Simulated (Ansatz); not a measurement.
**CaO, response to strain**

Consider CaO in the rock salt structure (space group Fm-3m, No. 225; a = 4.795 Å). Axes: x, y, z lie along the cube axes.

Strains are applied to the cell and any free atomic positions relax; under biaxial strain the out-of-plane vector relaxes too; under stress the whole cell relaxes.

Computed with plane-wave PAW DFT at the r2SCAN level (Ansatz, a first-principles code, 500 eV), no spin-orbit coupling.

Notes on the quantities. energy relative to the base: free energy F.

```json
[
 {"case": "base", "energy relative to the base": "0 meV/atom", "gap character": "indirect, Γ → X", "electron mass": "1.4 mₑ along k, 0.44 mₑ across (at X)", "band gap": "4.20 eV", "space group": "Fm-3m (No. 225)"},
 {"case": "biaxial strain +1.19 %, plane normal [110], relaxed out of plane", "energy relative to the base": "+3.0 meV/atom", "gap character": "indirect, Γ → T", "electron mass": "1.4 mₑ along k, 0.44 mₑ across (at T)", "band gap": "4.15 eV", "space group": "Immm (No. 71)"},
 {"case": "isotropic strain −4.84 %", "energy relative to the base": "+125 meV/atom", "gap character": "indirect, Γ → X", "electron mass": "1.3 mₑ along k, 0.39 mₑ across (at X)", "band gap": "4.10 eV", "space group": "Fm-3m (No. 225)"},
 {"case": "isotropic strain −2.38 %", "energy relative to the base": "+28 meV/atom", "gap character": "indirect, Γ → X", "electron mass": "1.4 mₑ along k, 0.41 mₑ across (at X)", "band gap": "4.17 eV", "space group": "Fm-3m (No. 225)"},
 {"case": "isotropic strain −0.17 %", "energy relative to the base": "+0.1 meV/atom", "gap character": "indirect, Γ → X", "electron mass": "1.4 mₑ along k, 0.43 mₑ across (at X)", "band gap": "4.20 eV", "space group": "Fm-3m (No. 225)"},
 {"case": "isotropic strain +0.26 %", "energy relative to the base": "+0.3 meV/atom", "gap character": "indirect, Γ → X", "electron mass": "1.4 mₑ along k, 0.44 mₑ across (at X)", "band gap": "4.20 eV", "space group": "Fm-3m (No. 225)"},
 {"case": "isotropic strain +0.62 %", "energy relative to the base": "+1.7 meV/atom", "gap character": "indirect, Γ → X", "electron mass": "1.4 mₑ along k, 0.44 mₑ across (at X)", "band gap": "4.20 eV", "space group": "Fm-3m (No. 225)"},
 {"case": "uniaxial strain ε_xx = +0.95 %", "energy relative to the base": "+0.9 meV/atom", "gap character": "indirect, Γ → X", "electron mass": "1.4 mₑ along k, 0.44 mₑ across (at X)", "band gap": "4.18 eV", "space group": "I4/mmm (No. 139)"},
 {"case": "uniaxial strain ε_xx = +4.33 %", "energy relative to the base": "+16 meV/atom", "gap character": "indirect, Γ → X", "electron mass": "0.47 mₑ along x, 1.4 mₑ along y, 0.43 mₑ along z (at X)", "band gap": "4.14 eV", "space group": "I4/mmm (No. 139)"},
 {"case": "uniaxial stress, 5 GPa tension along x", "energy relative to the base": "+6.5 meV/atom", "gap character": "indirect, Γ → X", "electron mass": "0.46 mₑ along x, 1.4 mₑ along y, 0.43 mₑ along z (at X)", "band gap": "4.15 eV", "space group": "I4/mmm (No. 139)"}
]
```

A biaxial case was relaxed in a doubled cell and then solved in the primitive one. Masses are band curvatures over ±0.01 Å⁻¹ around the edge. Along k means along the line from Γ to the band edge. Stability under load was not tested beyond the relaxation. Labels are those of the standard path for the cell's own space group.
